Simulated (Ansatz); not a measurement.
**Pressure series in NaI**

The reference is NaI in the rock salt structure (space group Fm-3m, No. 225).

```yaml
crystal:
  lattice:
    - [0.00000, 3.26452, 3.26452]
    - [3.26452, 0.00000, 3.26452]
    - [3.26452, 3.26452, 0.00000]
  atoms:
    - { symbol: I, position: [0.00000, 0.00000, 0.00000] }
    - { symbol: Na, position: [0.50000, 0.50000, 0.50000] }
```

Cell and atoms are relaxed at each pressure.

The values are results of DFT with PBE, PAW potentials and a 420 eV plane-wave cutoff in Ansatz (a quantum-chemistry and plane-wave program), spin-orbit coupling left out, not measurements.

Candidates:
(a) pressure 3 GPa
(b) pressure 50 GPa
(c) pressure 30 GPa
(d) pressure 15 GPa
(e) pressure 7 GPa

Base values:

* **Width of the top valence band**: 0.89 eV

**Question.** Order them by width of the top valence band, lowest first.

**Answer.** (a) pressure 3 GPa (1.15 eV), (e) pressure 7 GPa (1.41 eV), (d) pressure 15 GPa (1.79 eV), (c) pressure 30 GPa (2.33 eV), (b) pressure 50 GPa (2.88 eV)

Spin-orbit coupling, missing from the scalar runs, can matter with I. The levels and masses belong to the bands next to the band gap. Load acts through the strain it causes; cell and atoms are relaxed under it. Stability against distortions was not tested. No other phases were tried under pressure.
